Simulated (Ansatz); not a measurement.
Band-edge transport in semiconductors and insulators: compounds that share space group P6_3mc and stoichiometry, PBE with spin-orbit coupling, rigid bands run with Ansatz (a quantum-chemistry and plane-wave program); geometry: cell and atoms relaxed with PBEsol.

| Compound | volume per atom (Å³) | band gap | electron conductivity mass | hole conductivity mass | Seebeck coefficient, n-type 1e19 cm⁻³ |
|---|---|---|---|---|---|
| CdSe | 28.1 | (withheld) | 0.075 mₑ | 0.96 mₑ | -53 μV/K |
| GaN | 11.4 | (withheld) | 0.183 mₑ | 1.56 mₑ | -106 μV/K |
| SiC | 10.3 | 2.27 eV | 0.36 mₑ | 1.29 mₑ | -233 μV/K |
| CdS | 24.7 | 1.22 eV | 0.146 mₑ | 1.28 mₑ | (withheld) |
| ZnO | 11.8 | 0.79 eV | 0.167 mₑ | 2.1 mₑ | -98 μV/K |
| AlN | 10.5 | 4.17 eV | 0.31 mₑ | 1.02 mₑ | (withheld) |

Q: Complete the blanks.

A: 
- CdSe, band gap: 0.55 eV
- GaN, band gap: 1.93 eV
- CdS, Seebeck coefficient, n-type 1e19 cm⁻³: -88 μV/K
- AlN, Seebeck coefficient, n-type 1e19 cm⁻³: -157 μV/K

Masses are for dilute carriers at 300 K, harmonic means over directions unless an axis is named. Seebeck coefficients are for the stated density at 300 K, with one relaxation time for all states and whether or not that doping can be reached.
